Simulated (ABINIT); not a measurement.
Band structure of La₂O₃ (P-3m1, 5 atoms in the cell).

```yaml
crystal:
  lattice:
    - [3.95908, 0.00000, 0.00000]
    - [-1.97954, 3.42867, 0.00000]
    - [0.00000, 0.00000, 6.15596]
  atoms:
    - { symbol: La, position: [0.66667, 0.33333, 0.75376] }
    - { symbol: La, position: [0.33333, 0.66667, 0.24624] }
    - { symbol: O, position: [0.66667, 0.33333, 0.35411] }
    - { symbol: O, position: [0.33333, 0.66667, 0.64589] }
    - { symbol: O, position: [0.00000, 0.00000, 0.00000] }
```

Level of theory: PBE, PAW (JTH v2.0 PBE PAW) (plane waves; ABINIT 10.0.3).

Settings: pseudos = [La.GGA_PBE-JTH.xml, O.GGA_PBE-JTH.xml]; ecut = 26 Ha; pawecutdg = 52 Ha; occopt = 1; ngkpt = 7 7 4; nshiftk = 1; shiftk = 0 0 0; potentials = JTH v2.0 PBE PAW; kptopt = 1; nstep = 80; tolvrs1 = 1e-10; ndtset = 2; getden2 = 1.

The starting cell comes from a database of computed structures (which also holds hypothetical and non-ambient phases and stackings), without a prior relaxation at this level. Its lattice was rescaled by a random factor within 2.5 % of one.

These are the values that this program gave, and no reference: the one-centre exchange-correlation terms come from a truncated expansion.

Task: Predict the gap along the standard path and the places of the band edges.

Result: The gap along the path is 3.82 eV, from L to M; the smallest direct gap on it is 3.97 eV. Another conduction valley lies within 0.1 eV, so the order of the valleys is not sure.

Levels in eV from the top of the valence band on the SCF mesh, bands 17 to 23:
```tsv
point	17	18	19	20	21	22	23
Γ	-1.59	-0.33	-0.33	-0.07	4.27	4.55	4.55
M	-0.69	-0.62	-0.40	-0.26	3.84	4.66	5.08
K	-0.77	-0.77	-0.73	-0.11	3.86	4.68	4.68
A	-0.96	-0.73	-0.25	-0.25	4.64	4.67	4.67
L	-0.93	-0.65	-0.35	0.02	4.36	4.59	4.98
H	-0.55	-0.25	-0.25	-0.21	4.24	4.79	4.85
```
